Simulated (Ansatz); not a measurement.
The starting structures come from a database of crystals and need not be the phases stable at ambient conditions.

 Where the default PAW files enter, the runs use the earlier of Ansatz's two default sets.

By LDA, the system below comes out a metal.

The ballistic (Sharvin) conductance counts the channels at the Fermi level: G/A = (e²/h) × channels of both spins per area.

Input:

```
Rh3Si2
1.0
    3.96948     0.00000     0.00000
   -1.98474     3.43767     0.00000
    0.00000     0.00000     5.06209
Si Rh
2 3
Direct
  0.33333   0.66667   0.19911
  0.66667   0.33333   0.80089
  0.33333   0.66667   0.67364
  0.66667   0.33333   0.32636
  0.00000   0.00000   0.00000
```

Space group of this cell: P-3m1. The cell is taken as given; by LDA its mean pressure is -7.0 GPa.

The current flows along the normal of the first two printed cell vectors, the (001) plane of the conventional cell. No spin-orbit coupling; the value is a mean over 0.1 eV about the Fermi level.

Task: Give the ballistic conductance per area that LDA (Ansatz, a first-principles code) yields.

Result: 0.48 × 10¹⁵ S/m² for both spins.
